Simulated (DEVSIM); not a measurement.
Structure: Schottky contact on n-type Si, at 300 K.

Layer 1 from the left is Si, thickness (μm) 4.30, Nd (cm⁻³) 7.9e16, τn (s) 0.00044, τp (s) 0.00044.

Left contact: Schottky, work function 4.81 eV, emission velocity 2.3e6 cm/s. Right contact: ohmic. Voltage is applied to the left contact. Recombination: SRH at mid-gap, Auger. Mobility is μmin + (μ − μmin)/(1 + (N/Nref)^α).

Constants are typed, rounded textbook-type inputs, not results; the design itself was drawn at random and stands for no fabricated device. Values at 300 K.

Si: gap (eV) 1.124, affinity (eV) 4.05, permittivity 11.7, Nc (cm⁻³) 2.86e19, Nv (cm⁻³) 3.1e19, μn (cm²/Vs) 1417, μp (cm²/Vs) 470, μn,min 52, μp,min 45, Nref,n 9.7e16, Nref,p 2.2e17, αn 0.68, αp 0.72, Cn (cm⁶/s) 2.8e-31, Cp (cm⁶/s) 9.9e-32.

Model (solved in DEVSIM): 1D drift-diffusion, Boltzmann statistics, complete ionisation; no tunnelling, impact ionisation, image-force lowering or self-heating. Metal contacts follow the ideal Schottky-Mott rule: no Fermi-level pinning, no interface dipoles.

Dark forward current:

```tsv
|V| (V)	|J| (A/cm²)
0.05	1.038e-5
0.10	8.207e-5
0.15	0.0005771
0.20	0.003995
0.25	0.02758
0.30	0.1901
0.35	1.307
0.40	8.875
0.45	56.18
0.50	268.6
0.55	779.2
0.60	1526
0.65	2404
```

Work out the local ideality factor n = ΔV / (kT/q · ln(J2/J1)) between the rows 0.15 and 0.20 V, 0.60 and 0.65 V.

kT/q = 25.85 mV. From 0.15 to 0.20 V: ln(0.003995/0.0005771) = 1.935, n = 1.00, near the 1 of diffusion or emission over a barrier. From 0.60 to 0.65 V: ln(2404/1526) = 0.454, n = 4.26; the layers' resistance at their doping, Σ W/(qμN) = 4.3e-5 Ω cm², would take 38 mV of this step of 50 mV.

Estimate the current at 0.30 V for emission alone, J0 = q v N_band exp(−φB/kT), and read the barrier back from the simulated current.

φB = 0.760 eV, N_band = 2.86e19 cm⁻³, J0 = 1.80e-6 A/cm²; J = J0 (exp(qV/kT) − 1) = 0.197 A/cm². The simulation gives 0.190 A/cm²; the estimate lies 3.6 % above. Read backwards, the simulated current gives an apparent barrier of 0.761 eV. The estimate leaves out transport through the depletion region and minority injection.
